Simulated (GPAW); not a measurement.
GPAW run on CaC2 (I4/mmm, 3 atoms in the cell): self-consistent single point.

Method of the run: LDA (Perdew-Wang 92), GPAW PAW datasets LDA (gpaw-data 1.0.1) (plane waves; GPAW).

The change in words: lattice scaled by 0.98. Reference geometry:
```
CaC2
1.0
   -1.93430     1.93430     3.20211
    1.93430    -1.93430     3.20211
    1.93430     1.93430    -3.20211
Ca C
1 2
Direct
  0.00000   0.00000   0.00000
  0.59789   0.59789   0.00000
  0.40211   0.40211   0.00000
```

Reference input (self-consistent single point, DFT LDA (Perdew-Wang 92), plane waves, GPAW PAW datasets LDA (gpaw-data 1.0.1)): mode = pw; ecut = 950 eV; xc = LDA; kpts = 12 12 12; mesh shift (steps) = 0 0 0; occupations.name = fixed-uniform; nbands = -6; convergence.bands = -4; symmetry.symmorphic = false; symmetry.tolerance = 0.0005; maxiter = 120. This run's input differs from it in these lines:

```diff
@@ -5,8 +5,8 @@
 atoms = Atoms(['Ca', 'C', 'C'],
-              cell=[[-1.934300, 1.934300, 3.202110],
-                    [1.934300, -1.934300, 3.202110],
-                    [1.934300, 1.934300, -3.202110]],
+              cell=[[-1.895614, 1.895614, 3.138068],
+                    [1.895614, -1.895614, 3.138068],
+                    [1.895614, 1.895614, -3.138068]],
               positions=[[0.000000, 0.000000, 0.000000],
-                         [0.000000, -0.000000, 3.829019],
-                         [0.000000, -0.000000, 2.575201]],
+                         [0.000000, -0.000000, 3.752439],
+                         [-0.000000, 0.000000, 2.523697]],
               pbc=True)
```

The program printed (abridged):

```
     iter     time        total  log10-change:
                         energy   eigst   dens
iter:   1 --:--:--   -24.832681   +0.72
iter:   2 --:--:--   -24.358839   -0.23  -0.92
iter:   3 --:--:--   -22.385608   +0.35  -0.96
iter:   4 --:--:--   -22.372776   -0.22  -1.40
iter:   5 --:--:--   -22.519791   -0.82  -1.41
iter:   6 --:--:--   -22.325915   -0.45  -1.51
iter:   7 --:--:--   -22.320807   -0.93  -2.12
iter:   8 --:--:--   -22.318550c  -1.30  -2.21
iter:   9 --:--:--   -22.318718c  -1.49  -3.08
iter:  10 --:--:--   -22.318479c  -1.61  -2.95
iter:  11 --:--:--   -22.318471c  -2.16  -3.44
iter:  12 --:--:--   -22.318470c  -2.46  -4.02c
iter:  13 --:--:--   -22.318470c  -2.63  -4.11c
iter:  14 --:--:--   -22.318470c  -2.96  -4.12c
iter:  15 --:--:--   -22.318469c  -3.15  -4.23c
iter:  16 --:--:--   -22.318469c  -3.41  -4.51c
   [... 67 lines left out ...]
iter:  84 --:--:--   -22.318469c  -7.13  -13.61c
iter:  85 --:--:--   -22.318469c  -7.25  -13.88c
iter:  86 --:--:--   -22.318469c  -7.23  -13.91c
iter:  87 --:--:--   -22.318469c  -7.31  -13.94c
iter:  88 --:--:--   -22.318469c  -7.41c -13.99c
Converged after 88 iterations.

Dipole moment: (-0.000000, -0.000000, 0.000000) |e|*Ang

Energy contributions relative to reference atoms: (reference = -20504.017930)

Kinetic:        +22.983282
Potential:      -20.476375
External:        +0.000000
XC:             -24.235741
Entropy (-ST):   +0.000000
Local:           -0.589635
SIC:             +0.000000
--------------------------
Free energy:    -22.318469
Extrapolated:   -22.318469

Showing only first 2 kpts
 Kpt  Band  Eigenvalues  Occupancy
  0     7      2.30485    2.00000
  0     8      2.30485    2.00000
  0     9      6.51477    0.00000
  0    10      6.51477    0.00000

  1     7      2.15980    2.00000
  1     8      2.23221    2.00000
  1     9      6.31412    0.00000
  1    10      6.82721    0.00000

Fermi level: 3.91326

Gap: 1.060 eV
Transition (v -> c):
   [... lines left out ...]
Direct gap: 2.190 eV
Transition at: (s=0, k=156, n=8, [0.50, 0.50, -0.00])
Energy (eV): -22.318469

Forces in eV/Ang:
  0 Ca    0.00000    0.00000    0.00000
  1 C     0.00000    0.00000    1.98808
  2 C     0.00000    0.00000   -1.98808

Stress tensor:
     0.007926     0.000000     0.000000
     0.000000     0.007926     0.000000
     0.000000     0.000000    -0.049538
Stress (GPa, Voigt): [ 1.2699  1.2699 -7.9368  0.      0.      0.    ]
```

The run converged in 88 iterations. GPAW prints stress with tension positive. Against the reference run the free energy goes down by 7.0 meV/atom, the largest force goes from 0.127 to 1.988 eV/Å and the gap on the mesh goes from 1.186 to 1.060 eV.

At such cutoffs GPAW's stress carries a finite-basis (Pulay) error, which enters relaxed cells too; its log prints stress with tension positive.

The starting cell comes from a database of computed structures (which also holds hypothetical and non-ambient phases and stackings), without a prior relaxation at this level. For this run, on top of that: lattice scaled by 0.98. Forces in this geometry exceed 1 eV/Å.

Cost on one core of a shared machine: roughly 20 min.
